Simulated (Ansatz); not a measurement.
Consider interstitial Sn in wurtzite GaN, charge state +2. These are PBE, PAW (plane waves to 420 eV; Ansatz, an electronic-structure program) values and carry that method's errors.

Settings: 72 host sites, the relaxed PBE lattice, a 2×2×2 k-point mesh shifted by half a step along c, smearing 0.01 eV, spin-restricted, no image-charge correction. Static, classical nuclei. The charge state is imposed; whether it is stable for some Fermi level was not computed. Sites that were not tried may lie lower. The start lies 0.62 eV above the lowest site run (PBE).

The step: Sn moves alone to another site (a rearrangement that moves the defect's centre by under 1 Å). Atoms about the jump, Cartesian Å from the middle of the jump, before and after:

| atom | x0 | y0 | z0 | x1 | y1 | z1 |
|---|---|---|---|---|---|---|
| Sn1 | 0.51 | -0.88 | 0.00 | -0.51 | 0.88 | 0.00 |
| N2 | -0.51 | -0.30 | 1.67 | -0.51 | -0.29 | 1.67 |
| Ga3 | -0.53 | -0.28 | -2.18 | -0.51 | -0.32 | -2.18 |
| N4 | 1.21 | 0.72 | -1.98 | 1.22 | 0.69 | -1.98 |
| N5 | -2.15 | 0.66 | -1.88 | -2.25 | 0.69 | -1.98 |
| N6 | -0.52 | -2.29 | -1.98 | -0.51 | -2.19 | -1.88 |
| Ga7 | 1.20 | 0.85 | 1.84 | 1.33 | 0.62 | 1.84 |
| Ga8 | -2.18 | 0.67 | 1.61 | -2.36 | 0.62 | 1.84 |
| Ga9 | -0.64 | -2.35 | 1.84 | -0.51 | -2.22 | 1.61 |
| N10 | 1.09 | 2.50 | 0.86 | 1.09 | 2.43 | 0.87 |
| N11 | 2.66 | -0.27 | 0.87 | 2.70 | -0.30 | 0.86 |
| N12 | -2.11 | 2.48 | 0.85 | -2.11 | 2.43 | 0.87 |
| N13 | 1.05 | -3.04 | 0.87 | 1.09 | -3.07 | 0.85 |
| N14 | -3.71 | -0.29 | 0.85 | -3.73 | -0.30 | 0.86 |
| N15 | -2.12 | -3.07 | 0.86 | -2.11 | -3.07 | 0.85 |
| Ga16 | 1.11 | 2.48 | -1.14 | 1.17 | 2.56 | -1.25 |
| Ga17 | 2.81 | -0.27 | -1.25 | 2.70 | -0.28 | -1.14 |
| Ga18 | -2.08 | 2.46 | -1.12 | -2.19 | 2.57 | -1.25 |
| Ga19 | 1.13 | -3.18 | -1.25 | 1.08 | -3.03 | -1.12 |
| Ga20 | -3.67 | -0.31 | -1.12 | -3.72 | -0.28 | -1.14 |
| Ga21 | -2.10 | -3.08 | -1.14 | -2.11 | -3.03 | -1.12 |

Where do these atoms stand at the saddle point, and how high is it?


```
atom      x      y      z
----  -----  -----  -----
Sn1   -0.50  -0.29  -0.08
N2    -0.50  -0.29   1.90
Ga3   -0.50  -0.29  -2.44
N4     1.18   0.68  -1.96
N5    -2.18   0.68  -1.96
N6    -0.50  -2.23  -1.96
Ga7    1.29   0.74   1.78
Ga8   -2.29   0.74   1.78
Ga9   -0.50  -2.35   1.78
N10    1.10   2.46   0.86
N11    2.68  -0.28   0.86
N12   -2.10   2.46   0.86
N13    1.08  -3.05   0.86
N14   -3.69  -0.28   0.86
N15   -2.08  -3.05   0.86
Ga16   1.11   2.49  -1.14
Ga17   2.71  -0.28  -1.14
Ga18  -2.11   2.49  -1.14
Ga19   1.10  -3.07  -1.14
Ga20  -3.71  -0.28  -1.14
Ga21  -2.10  -3.07  -1.14
```
It lies 0.40 eV above the start and 0.40 eV above the end. The saddle point's order was not checked, and it lies on a symmetry element of the cell, where a band can be held.
